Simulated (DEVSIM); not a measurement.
System: Si n-p junction from an implanted or diffused profile, at 300 K.

Layer 1 from the left is Si, thickness (μm) 3.80, Na (cm⁻³) 9e14, τn (s) 3.9e-7, τp (s) 3.9e-7.

Added donor profile: 9.2e16 cm⁻³ × exp(−(x − 0.027 μm)²/(2·(0.26 μm)²)). Left contact: ohmic. Right contact: ohmic. Voltage is applied to the left contact. Recombination: SRH at mid-gap, Auger. Mobility is μmin + (μ − μmin)/(1 + (N/Nref)^α).

The device is made up for the run: typed textbook-type constants, with dimensions and the other settings drawn at random. Values at 300 K.

Si: gap (eV) 1.124, affinity (eV) 4.05, permittivity 11.7, Nc (cm⁻³) 2.86e19, Nv (cm⁻³) 3.1e19, μn (cm²/Vs) 1417, μp (cm²/Vs) 470, μn,min 52, μp,min 45, Nref,n 9.7e16, Nref,p 2.2e17, αn 0.68, αp 0.72, Cn (cm⁶/s) 2.8e-31, Cp (cm⁶/s) 9.9e-32.

Simulated with DEVSIM: 1D drift-diffusion, Boltzmann statistics, complete ionisation; no tunnelling, impact ionisation, image-force lowering or self-heating.

Problem. What does the simulation give for the dark forward voltage at 1 A/cm², the dark forward voltage at 100 A/cm², the potential step across the device at zero bias?

Solution. dark forward voltage at 1 A/cm² 0.511 V; dark forward voltage at 100 A/cm² 0.668 V; potential step across the device at zero bias 0.705 V.
